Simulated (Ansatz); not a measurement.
Results of r²SCAN (PAW; Ansatz, a quantum-chemistry and plane-wave program) for rutile MgH2.

A relaxed, unreconstructed slab of the (100) face has 18 atoms, two equal faces of 13.439 Å² each and an energy of -11753.4776 eV. A bulk cell of 6 atoms with the same orientation and in-plane k mesh has -3918.1872 eV. Energies are extrapolated to zero smearing.

Settings: plane-wave cutoff 500 eV, 6×10×1 k mesh (along the axes of the cell as run), gaussian smearing 0.02 eV, scalar-relativistic PAW data made under PBE.

Worked out: γ = (E_slab − N E_bulk per atom)/2A = [-11753.4776 − 18 × (-3918.1872/6)]/(2 × 13.439) = 0.0403 eV/Å². With 16.022 J/m² per eV/Å² this is 0.65 J/m², or 0.54 eV per surface cell and face.
